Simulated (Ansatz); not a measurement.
BP 4H (hchc) (a stacking that need not occur in nature), space group P6_3mc.

The geometry comes from a PBE relaxation.

```
CELL_PARAMETERS angstrom
      3.20732     0.00000     0.00000
     -1.60366     2.77762     0.00000
      0.00000     0.00000    10.55318
ATOMIC_POSITIONS crystal
  B  0.00000 0.00000 0.99937
  P  0.00000 0.00000 0.18796
  B  0.66667 0.33333 0.25072
  P  0.66667 0.33333 0.43695
  B  0.33333 0.66667 0.49937
  P  0.33333 0.66667 0.68796
  B  0.66667 0.33333 0.75072
  P  0.66667 0.33333 0.93695
```

Computed with HSE06 (plane waves to 420 eV, PAW; Ansatz, a first-principles code). Scalar-relativistic, without spin–orbit coupling. Its k-point mesh 6×6×2, Fermi–Dirac width 0.01 eV. HSE06 ran on meshes of its own (6×6×2); its edges and gaps are taken over the mesh and over extra points off it, mostly where PBE has its edges.

Problem. List the levels next to the gap at (0.500, 0.000, 0.000) of this cell's own (folded) zone, from the top of the valence band (the table ends after a fixed count of bands, which can cut a degenerate set).

Solution. 
| band | E − E_v (eV) |
|---|---|
| v4 | -3.585 |
| v3 | -3.415 |
| v2 | -2.651 |
| v1 | -2.084 |
| c1 | 2.075 |
| c2 | 2.704 |
| c3 | 3.238 |
| c4 | 3.332 |
